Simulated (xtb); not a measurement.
xtb 6.7.1, GFN2-xTB: Be(Et)2 (C[CH2][Be][CH2]C), 15 atoms. The geometry is a generated start, not checked to be a minimum at this level.

| Quantity | Result |
|---|---|
| run flags | --grad |
| method | GFN2-xTB |
| --acc | 1 (default) |
| --etemp (K) | 300 (default) |
| basis functions | 30 |
| valence electrons | 28 |

```xyz
15

Be    -0.0938     0.0285     0.2361
C      1.3261    -0.7071     0.9110
C      1.4533    -2.2151     0.6173
H      1.4001    -0.6026     1.9993
H      2.2561    -0.2488     0.5539
H      1.4907    -2.4060    -0.4530
H      0.6083    -2.7674     1.0237
H      2.3634    -2.6227     1.0614
C     -1.5097     0.7513    -0.4630
C     -1.2946     2.1795    -1.0032
H     -2.3525     0.8144     0.2352
H     -1.9209     0.1701    -1.2966
H     -0.5351     2.1946    -1.7819
H     -0.9740     2.8540    -0.2120
H     -2.2175     2.5774    -1.4283
```

One run each on 1 thread. Values of broydamp tried: 0.02, 0.05, 0.1, 0.2, 0.4 (default), 0.6, 0.8, 1.

**Question.** Which value of broydamp needs the fewest SCC iterations, and what happens away from it?

**Answer.** Fewest SCC iterations, within one of each other: 0.05 with 16, 0.1 with 16, 0.2 with 16. The count rises to 28 at 0.8. All converge to one solution.

| broydamp | SCC iterations | end |
|---|---|---|
| 0.02 | 21 | same solution |
| 0.05 | 16 | same solution |
| 0.1 | 16 | same solution |
| 0.2 | 16 | same solution |
| 0.4 (default) | 26 | same solution |
| 0.6 | 25 | same solution |
| 0.8 | 28 | same solution |
| 1 | 28 | same solution |
